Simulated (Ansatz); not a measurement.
Start from TiC in the rock salt structure (space group Fm-3m, No. 225; relaxed with 0.1 eV smearing).

```yaml
crystal:
  lattice:
    - [0.00000, 2.16425, 2.16425]
    - [2.16425, 0.00000, 2.16425]
    - [2.16425, 2.16425, 0.00000]
  atoms:
    - { symbol: C, position: [0.00000, 0.00000, 0.00000] }
    - { symbol: Ti, position: [0.50000, 0.50000, 0.50000] }
```

Cartesian axes are those of the cell as printed.

Computed with r2SCAN (Ansatz, a first-principles code), no SOC, earlier PAW set.

Now apply this change: tensile biaxial strain of 4.98 % in the plane normal to [001], as in epitaxy on a mismatched substrate; the out-of-plane cell vector and the atoms relax.

Question: How does this affect the in-plane stress?

Answer: The mean in-plane stress (compression positive) amounts to -22.4 GPa.

Question: What happens to the out-of-plane strain?

Answer: The out-of-plane strain is -2.14 %.

Stability against distortions was not tested. All final runs are without spin polarisation.
